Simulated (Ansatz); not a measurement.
NaI, pressure series

Start from NaI in the rock salt structure (space group Fm-3m, No. 225; a = 6.528 Å).

Cell and atoms are relaxed at each pressure.

Calculations: DFT with PBE, PAW potentials and a 420 eV plane-wave cutoff in Ansatz (a quantum-chemistry and plane-wave program), no spin-orbit coupling.

Candidates:
(a) pressure 0.7 GPa
(b) pressure −1 GPa
(c) pressure 3 GPa

Base values:

The band gap is 3.58 eV.

Problem. Order them by band gap, highest first.

Solution. (c) pressure 3 GPa (3.99 eV), (a) pressure 0.7 GPa (3.69 eV), (b) pressure −1 GPa (3.39 eV)

With I present, leaving out spin-orbit coupling can change the band edges. Load acts through the strain it causes; cell and atoms are relaxed under it. Whether these cells are dynamically stable was not tested.
